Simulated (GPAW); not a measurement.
Input and output of a self-consistent single point for AlN (F-43m, 2 atoms in the cell) (GPAW).

Computed with LDA (Perdew-Wang 92), GPAW PAW datasets LDA (gpaw-data 1.0.1) (plane waves; GPAW).

```
AlN
1.0
    0.00000     2.19382     2.19382
    2.19382     0.00000     2.19382
    2.19382     2.19382     0.00000
Al N
1 1
Direct
  0.00000   0.00000   0.00000
  0.75000   0.75000   0.75000
```

Reference input (self-consistent single point, DFT PBE, plane waves, GPAW PAW datasets PBE (gpaw-data 1.0.1)): mode = pw; ecut = 950 eV; xc = PBE; kpts = 9 9 9; mesh shift (steps) = 0 0 0; occupations.name = fermi-dirac; occupations.width = 0.05 eV; nbands = -8; convergence.density = 1e-05 e/electron; convergence.bands = -6; symmetry.symmorphic = false; symmetry.tolerance = 0.0005. This run's input differs from it in these lines:

```diff
@@ -13,3 +13,3 @@
 calc = GPAW(mode=PW(950),
-            xc='PBE',
+            xc='LDA',
             kpts=(9, 9, 9),
```

Its files differ too (potentials: GPAW PAW datasets LDA (gpaw-data 1.0.1)).

Log, with long lists cut:

```
     iter     time        total  log10-change:
                         energy   eigst   dens
iter:   1 --:--:--   -18.501442   +0.72
iter:   2 --:--:--   -17.962996   -0.58  -0.56
iter:   3 --:--:--   -16.457181   -1.06  -0.61
iter:   4 --:--:--   -16.408977   -2.12  -1.01
iter:   5 --:--:--   -16.392278   -2.40  -1.20
iter:   6 --:--:--   -16.392712   -3.85  -2.38
iter:   7 --:--:--   -16.392395c  -4.06  -2.20
iter:   8 --:--:--   -16.392052c  -4.29  -2.58
iter:   9 --:--:--   -16.392049c  -6.76  -3.43
iter:  10 --:--:--   -16.392047c  -7.34  -3.56
iter:  11 --:--:--   -16.392047c  -6.63  -3.77
iter:  12 --:--:--   -16.392047c  -7.53c -4.19
iter:  13 --:--:--   -16.392046c  -8.93c -4.31
iter:  14 --:--:--   -16.392046c  -8.41c -4.53
iter:  15 --:--:--   -16.392046c -10.31c -5.29c
Converged after 15 iterations.

Dipole moment: (1.136713, 1.136713, 1.136713) |e|*Ang

Energy contributions relative to reference atoms: (reference = -8049.295751)

Kinetic:        +16.761874
Potential:      -14.753617
External:        +0.000000
XC:             -18.507835
Entropy (-ST):   -0.000000
Local:           +0.107531
SIC:             +0.000000
--------------------------
Free energy:    -16.392046
Extrapolated:   -16.392046

Showing only first 2 kpts
 Kpt  Band  Eigenvalues  Occupancy
  0     2      5.56405    2.00000
  0     3      5.56405    2.00000
  0     4      9.71313    0.00000
  0     5     17.78978    0.00000

  1     2      5.31181    2.00000
  1     3      5.31181    2.00000
  1     4     10.70151    0.00000
  1     5     17.04718    0.00000

Fermi level: 6.59525

Gap: 3.413 eV
Transition (v -> c):
   [... lines left out ...]
Direct/indirect transitions are different
Direct gap: 4.149 eV
Transition at: (s=0, k=0, n=3, [0.00, 0.00, 0.00])
Energy (eV): -16.392046

Forces in eV/Ang:
  0 Al   -0.00000    0.00000   -0.00000
  1 N     0.00000    0.00000    0.00000

Stress tensor:
     0.030690     0.000000    -0.000000
     0.000000     0.030690     0.000000
    -0.000000     0.000000     0.030690
Stress (GPa, Voigt): [ 4.9171  4.9171  4.9171  0.     -0.      0.    ]
```

The run converged in 15 iterations. GPAW prints stress with tension positive. Against the reference run the gap on the mesh goes from 3.483 to 3.413 eV.

At such cutoffs GPAW's stress carries a finite-basis (Pulay) error, which enters relaxed cells too; its log prints stress with tension positive.

The starting cell comes from a database of computed structures (which also holds hypothetical and non-ambient phases and stackings), without a prior relaxation at this level. Its lattice was rescaled by a random factor within 2.5 % of one.
